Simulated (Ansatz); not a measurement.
**NbRu3 (model structure, started from the A15 type, Pm-3n, No. 223, 8 atoms in the cell): lattice constant a by level of theory**

No measured value is used here.

| level (code) | value (Å) |
|---|---|
| LDA (Ansatz) | 4.871 |
| PBEsol (Ansatz) | 4.902 |
| r²SCAN (Ansatz) | 4.929 |

LDA, PBEsol, r²SCAN: the run has no spin polarisation, so it can have missed a magnetic state. Cutoffs differ between the levels. Ansatz's density-functional and Hartree–Fock values are scalar-relativistic unless marked +SOC, with PAW data made under PBE.

A model structure was made by putting elements into a prototype or built by hand; it is no filed structure, need not be a known phase, and can be a saddle point held by its symmetry.

Ansatz is a program for electronic structure.
